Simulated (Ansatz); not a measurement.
## BeS under a change: pressure 15 GPa

Start from BeS in the zinc blende structure (space group F-43m, No. 216; a = 4.869 Å).

It is then changed as follows: a hydrostatic pressure of 15 GPa.

Level of theory: r2SCAN, PAW, 500 eV (Ansatz, a first-principles code; no spin-orbit coupling). Settings: 12×12×12 k-points, 0.05 eV Fermi–Dirac smearing.

The density increases by 0.31 g/cm³ to 2.67 g/cm³ and the lattice parameter a shrinks by 0.195 Å (4.869 Å → 4.674 Å). The shortest interatomic distance drops by 0.084 Å (2.108 Å → 2.024 Å) and the band gap drops by 0.31 eV, from 3.59 eV to 3.28 eV. The gap character remains indirect, Γ → X and the smallest direct gap drops by 0.098 eV (6.22 eV → 6.13 eV). The width of the top valence band rises by 0.64 eV (3.35 eV → 3.99 eV) and the electron mass becomes 0.76 mₑ along k, 0.27 mₑ across (at X) (base: 0.79 mₑ along k, 0.29 mₑ across (at X)). The hole mass (degenerate bands, along [100]) changes from 0.34, 0.57, 0.57 mₑ (at Γ) to 0.36, 0.49, 0.49 mₑ (at Γ).

Cost of the whole job for the changed cell (relaxation, final SCF and bands): roughly 10 core-seconds.

Load acts through the strain it causes; cell and atoms are relaxed under it. Effective masses come from finite differences of ±0.01 Å⁻¹. Along k means along the line from Γ to the band edge. Stability against distortions was not tested. Competing high-pressure phases were not computed.
